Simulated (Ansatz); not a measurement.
Parameter sweep on Rb₂CuF₆ (Fm-3m, 9 atoms in the cell)

```yaml
crystal:
  lattice:
    - [0.00000, 4.19405, 4.19405]
    - [4.19405, 0.00000, 4.19405]
    - [4.19405, 4.19405, 0.00000]
  atoms:
    - { symbol: Rb, position: [0.25000, 0.25000, 0.25000] }
    - { symbol: Rb, position: [0.75000, 0.75000, 0.75000] }
    - { symbol: Cu, position: [0.00000, 0.00000, 0.00000], spin: 1.0 }
    - { symbol: F, position: [0.78206, 0.21794, 0.21794] }
    - { symbol: F, position: [0.21794, 0.78206, 0.78206] }
    - { symbol: F, position: [0.21794, 0.78206, 0.21794] }
    - { symbol: F, position: [0.78206, 0.21794, 0.78206] }
    - { symbol: F, position: [0.21794, 0.21794, 0.78206] }
    - { symbol: F, position: [0.78206, 0.78206, 0.21794] }
```
(The spins are starting values, not results.)

Base run A: LDA (PW92), default PAW files made with PBE (Ansatz, a quantum-chemistry and plane-wave program), self-consistent single point.

Its settings: basis.ecutwfc = 420 eV; kpoints.mp_grid.grid = 8 8 8; hamiltonian.xc = lda; hamiltonian.pseudopotentials = {kind: paw} (the program's default PAW files); magnetization.spin_polarized = true; scf.occupations.method = cold; scf.occupations.width = 0.05 eV.

The starting cell comes from a database of computed structures (which also holds hypothetical and non-ambient phases and stackings), without a prior relaxation at this level. With one magnetic atom in the cell only a parallel order is possible. In the base run, with a pressure of about -3 GPa the cell is away from its equilibrium volume at this level. Ansatz's pressure includes its estimate of the finite-basis (Pulay) stress.

ΔF is the free energy per atom less that of run A. 

| run | kpoints.mp_grid.grid, scf.occupations.width | ΔF (meV/atom) | pressure (GPa) | largest force (eV/Å) | size of the net moment (μB/atom) | TS (meV/atom) | k-points |
|---|---|---|---|---|---|---|---|
| A | 8 8 8, 0.05 eV | 0.00 | -3.37 | 0.330 | 0.11 | 0.4 | 29 |
| B | 6 6 6, 0.03 eV | 0.18 | -3.37 | 0.330 | 0.11 | 0.2 | 16 |
| C | 6 6 6, 0.1 eV | -0.44 | -3.36 | 0.331 | 0.11 | 1.3 | 16 |
| D | 6 6 6, 0.3 eV | -5.3 | -3.30 | 0.336 | 0.11 | 9.8 | 16 |
| E | 7 7 7, 0.03 eV | 0.13 | -3.37 | 0.330 | 0.11 | 0.2 | 20 |
| F | 7 7 7, 0.1 eV | -0.49 | -3.36 | 0.331 | 0.11 | 1.3 | 20 |
| G | 7 7 7, 0.3 eV | -5.4 | -3.30 | 0.336 | 0.11 | 9.8 | 20 |
| H | 8 8 8, 0.03 eV | 0.13 | -3.37 | 0.330 | 0.11 | 0.2 | 29 |
| I | 8 8 8, 0.1 eV | -0.49 | -3.36 | 0.331 | 0.11 | 1.3 | 29 |
| J | 8 8 8, 0.3 eV | -5.4 | -3.30 | 0.336 | 0.11 | 9.8 | 29 |
| K | 9 9 9, 0.03 eV | 0.13 | -3.37 | 0.330 | 0.11 | 0.2 | 35 |
| L | 9 9 9, 0.1 eV | -0.49 | -3.36 | 0.331 | 0.11 | 1.3 | 35 |
| M | 9 9 9, 0.3 eV | -5.4 | -3.30 | 0.336 | 0.11 | 9.8 | 35 |

Run J against A: The free energy falls by 5.4 meV/atom, the pressure moves little (-3.37 to -3.30 GPa), the largest force moves little (0.330 to 0.336 eV/Å) and the size of the net moment stays at 0.11 μB/atom.

Run M against A: The free energy drops by 5.4 meV/atom, the pressure hardly changes (-3.37 to -3.30 GPa), the largest force moves little (0.330 to 0.336 eV/Å) and the size of the net moment stays at 0.11 μB/atom.

Run F against A: The free energy is nearly the same (within 1 meV/atom), the pressure moves little (-3.37 to -3.36 GPa), the largest force moves little (0.330 to 0.331 eV/Å) and the size of the net moment stays at 0.11 μB/atom.

Keys are those of Ansatz 0.2.
